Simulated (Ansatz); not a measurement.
**Response to strain in SnPt**

Base system: SnPt in the NiAs type structure (space group P6_3/mmc, No. 194; relaxed with 0.1 eV smearing).

```
SnPt
1.0
    4.12505     0.00000     0.00000
   -2.06252     3.57240     0.00000
    0.00000     0.00000     5.44015
Sn Pt
2 2
Direct
  0.66667   0.33333   0.75000
  0.33333   0.66667   0.25000
  0.00000   0.00000   0.50000
  0.00000   0.00000   0.00000
```

Cartesian axes are those of the cell as printed.

Strains are applied to the cell and any free atomic positions relax; under biaxial strain the out-of-plane vector relaxes too.

All numbers come from PBEsol (Ansatz, a program for electronic structure, PAW, no spin-orbit coupling).

Notes on the quantities. in-plane stress: mean in-plane stress (compression positive).

```csv
variant,in-plane stress,shortest interatomic distance
base,–,2.720 Å
"biaxial strain −1.42 %, plane normal [001], relaxed out of plane",+3.9 GPa,2.720 Å
"biaxial strain −1.00 %, plane normal [001], relaxed out of plane",…,…
"biaxial strain −0.53 %, plane normal [001], relaxed out of plane",+1.4 GPa,2.729 Å
"biaxial strain +0.16 %, plane normal [001], relaxed out of plane",-0.4 GPa,2.718 Å
isotropic strain −3.51 %,–,2.625 Å
```

Complete the table.


- biaxial strain −1.00 %, plane normal [001], relaxed out of plane, in-plane stress: +2.7 GPa
- biaxial strain −1.00 %, plane normal [001], relaxed out of plane, shortest interatomic distance: 2.726 Å

No phonon test of stability was made. All final runs are without spin polarisation.
